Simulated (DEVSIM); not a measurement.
Device: abrupt Ge p-n junction, at 300 K.

Layer 1 from the left is Ge, thickness (μm) 0.470, Na (cm⁻³) 1.8e18, τn (s) 1.8e-5, τp (s) 1.8e-5. Layer 2 from the left is Ge, thickness (μm) 2.00, Nd (cm⁻³) 2.2e15, τn (s) 1.8e-5, τp (s) 1.8e-5.

Left contact: ohmic. Right contact: ohmic. Voltage is applied to the left contact. Recombination: SRH at mid-gap, radiative, Auger. Mobility is constant in doping.

Constants are typed, rounded textbook-type inputs, not results; the design itself was drawn at random and stands for no fabricated device. Values at 300 K.

Ge: gap (eV) 0.664, affinity (eV) 4, permittivity 16, Nc (cm⁻³) 1.04e19, Nv (cm⁻³) 6e18, μn (cm²/Vs) 3900, μp (cm²/Vs) 1900, B (cm³/s) 6.4e-14, Cn (cm⁶/s) 1e-31, Cp (cm⁶/s) 1e-31.

Simulated with DEVSIM: 1D drift-diffusion, Boltzmann statistics, complete ionisation; no tunnelling, impact ionisation, image-force lowering or self-heating.

Question: What does the simulation give for the dark forward voltage at 1 A/cm², the dark forward voltage at 100 A/cm², the potential step across the device at zero bias, the largest field in the device at zero bias?

Answer: dark forward voltage at 1 A/cm² 0.121 V; dark forward voltage at 100 A/cm² 0.252 V; potential step across the device at zero bias 0.414 V; largest field in the device at zero bias 63000 V/cm.
